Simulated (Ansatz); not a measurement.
Consider SiC (space group P6_3mc, No. 186).

```yaml
crystal:
  lattice:
    - [3.07776, 0.00000, 0.00000]
    - [-1.53888, 2.66542, 0.00000]
    - [0.00000, 0.00000, 10.07734]
  atoms:
    - { symbol: Si, position: [0.00000, 0.00000, 0.00030] }
    - { symbol: Si, position: [0.00000, 0.00000, 0.50030] }
    - { symbol: Si, position: [0.66667, 0.33333, 0.75024] }
    - { symbol: Si, position: [0.33333, 0.66667, 0.25024] }
    - { symbol: C, position: [0.00000, 0.00000, 0.81287] }
    - { symbol: C, position: [0.00000, 0.00000, 0.31287] }
    - { symbol: C, position: [0.66667, 0.33333, 0.56221] }
    - { symbol: C, position: [0.33333, 0.66667, 0.06221] }
```

Cartesian axes are those of the cell as printed.

The values are results of Ansatz (a quantum-chemistry and plane-wave program), r2SCAN, PAW, cutoff 500 eV, spin-orbit coupling left out, earlier PAW set, not measurements.

Now apply this change: the cell is compressed by 1.73 % along z with no lateral relaxation, atoms relaxed at fixed cell.

Q: Predict the stress tensor and what it implies for the stiffness.

A: Stress of the strained cell less that of the base (GPa, compression positive):
```
   0.99    0.00    0.00
   0.00    0.99    0.00
   0.00    0.00   10.32
```

Then −Δσ_ii/ε with ε = -0.0173 gives secant stiffness values (nonlinear terms included at this strain): C33 ≈ 597 GPa, C13 ≈ 58 GPa and C23 ≈ 58 GPa.

As a check, the harmonic strain energy −½ V₀ Δσ:ε is 5.8 meV/atom; the computed energy rise is 5.7 meV/atom.

Whether these cells are dynamically stable was not tested.
